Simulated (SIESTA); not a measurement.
A self-consistent single point of Si₂W (I4/mmm, 3 atoms in the cell) with SIESTA.

Method: LDA PW92, numerical atomic orbitals TZP, PseudoDojo LDA standard norm-conserving potentials (rewritten from UPF to PSML) in SIESTA.

```
Si2W
1.0
   -1.60736     1.60736     3.90103
    1.60736    -1.60736     3.90103
    1.60736     1.60736    -3.90103
Si W
2 1
Cartesian
  0.00000   0.00000   2.61361
  0.00000   0.00000   5.18845
  0.00000   0.00000   0.00000
```

Reference input (self-consistent single point, DFT, GGA PBE, numerical atomic orbitals TZP, PseudoDojo PBE standard norm-conserving potentials (rewritten from UPF to PSML)): XC.functional = GGA; XC.authors = PBE; potentials = PseudoDojo PBE standard; PAO.BasisSize = TZP; PAO.EnergyShift = 0.01 Ry; MeshCutoff = 350 Ry; kgrid.MonkhorstPack = 12 12 12; OccupationFunction = FD; ElectronicTemperature = 0.05 eV; MaxSCFIterations = 150; SCF.Mixer.Method = Pulay; SCF.Mixer.Weight = 0.25. This run's input differs from it in these lines:

```diff
@@ -1,2 +1,2 @@
-# files in the folder: Si.psml W.psml (PseudoDojo PBE standard)
+# files in the folder: Si.psml W.psml (PseudoDojo LDA standard)
 SystemName  Si2W
@@ -23,4 +23,4 @@
 
-XC.functional                GGA
-XC.authors                   PBE
+XC.functional                LDA
+XC.authors                   PW92
 PAO.BasisSize                TZP
```

Output (repeated stretches shortened):

```
        iscf     Eharris(eV)        E_KS(eV)     FreeEng(eV)     dDmax    Ef(eV) dHmax(eV)
   scf:    1    -2272.969667    -2294.837634    -2294.843436  1.832000 -3.378721 10.902401
   scf:    2    -2299.612178    -2298.269021    -2298.271077  0.151867 -4.016899  1.969307
   scf:    3    -2298.383405    -2298.337732    -2298.339877  0.031977 -4.123692  0.726572
   scf:    4    -2298.380977    -2298.362184    -2298.364266  0.029381 -4.174816  0.213237
   scf:    5    -2298.363721    -2298.363477    -2298.365634  0.011737 -4.215305  0.115928
   scf:    6    -2298.363820    -2298.363896    -2298.366026  0.002722 -4.201396  0.030554
   scf:    7    -2298.363937    -2298.363929    -2298.366058  0.000472 -4.204486  0.001130
   scf:    8    -2298.363929    -2298.363929    -2298.366058  0.000046 -4.204186  0.002482
   scf:    9    -2298.363929    -2298.363929    -2298.366058  0.000044 -4.204448  0.000276
SCF Convergence by DM+H criterion
max |DM_out - DM_in|         :     0.0000435651
max |H_out - H_in|      (eV) :     0.0002755439
SCF cycle converged after 9 iterations

Using DM_out to compute the final energy and forces

siesta: E_KS(eV) =            -2298.3639

siesta: E_KS - E_eggbox =     -2298.3639

siesta: Atomic forces (eV/Ang):
     1   -0.000096   -0.000096    0.029619
     2    0.000096    0.000096   -0.029619
     3    0.000000   -0.000000    0.000000
   Tot   -0.000000   -0.000000    0.000000
   Max    0.029619
   Res    0.013963    sqrt( Sum f_i^2 / 3N )
   Max    0.029619    constrained

Stress tensor Voigt[x,y,z,yz,xz,xy] (kbar):       54.57       54.57       34.28        0.03        0.03        0.01
(Free)E + p*V (eV/cell)    -2299.5690
Target enthalpy (eV/cell)    -2298.3661

   [... lines left out ...]
siesta: FreeEng =     -2298.366058
siesta: Cell volume =         40.315152 Ang**3
siesta:         -47.80455280        -46.79425906  kBar
   [... lines left out ...]
              0.281   0.243   0.622   0.759   0.621   0.759   0.637  -0.023

             -0.151  -0.089  -0.151  -0.021   0.359   0.414   0.286   0.414

              0.098

mulliken: Qtot =       22.000

Mulliken Atomic Populations:
Atom #   charge [q] valence [e]  Species
     1    -0.321458    4.321458  Si
     2    -0.321458    4.321458  Si
     3     0.642916   13.357084  W
 Total     0.000000
```

The run converged in 9 iterations. Against the reference run the pressure goes from 4.87 to -4.78 GPa and the largest force goes from 0.101 to 0.030 eV/Å.

The starting cell comes from a database of computed structures (which also holds hypothetical and non-ambient phases and stackings), without a prior relaxation at this level. Spin polarisation is off. Values carry the incompleteness of an atom-centred basis. With a pressure of about -5 GPa the cell is away from its equilibrium volume at this level.

Cost on one core of a shared machine: roughly 2 min.
